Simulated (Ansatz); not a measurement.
LuAsO4 (I4₁/amd, No. 141, 12 atoms in the cell; start COD 9011135), treated with LDA (plane waves, PAW; Ansatz, an electronic-structure program).

Numerical settings: plane-wave cutoff 520 eV, 8×8×8 k mesh, Fermi–Dirac smearing 0.01 eV, scalar-relativistic PAW data made under PBE.

Cell (relaxed at this level):

LuAsO4 is modelled in the tetragonal space group I4₁/amd, origin choice 1 (No. 141), Pearson symbol tI24. Cell: a = b = 6.8708 Å, c = 6.1707 Å, α = β = γ = 90.00°. Lu on 4a sees 4 O at 2.213 Å and 4 O at 2.344 Å. As on 4b sees 4 O at 1.684 Å (tetrahedral). O on 16h is surrounded by 1 As at 1.684 Å and 1 Lu at 2.213 Å and 1 Lu at 2.344 Å. (Neighbours: up to the widest gap in distance over summed covalent radii, below 1.35, at either atom; cation-cation and far metal-metal contacts left out.)
(The calculation used a cell of 12 atoms; values per cell refer to that cell.)

Question: What does this level give for the band gap and bulk modulus B0?

Answer: 
* **band gap**: 3.96 eV (on the SCF k mesh)
* **bulk modulus B0**: 160 GPa

Note: the relaxation could not lower the start's symmetry, so the cell can be a saddle point above a distorted one; the bulk modulus is −V dP/dV from two relaxed cells at ±2 % in volume.

Spin–orbit coupling is not included.

The computed numbers hold no vibrational or temperature effects.
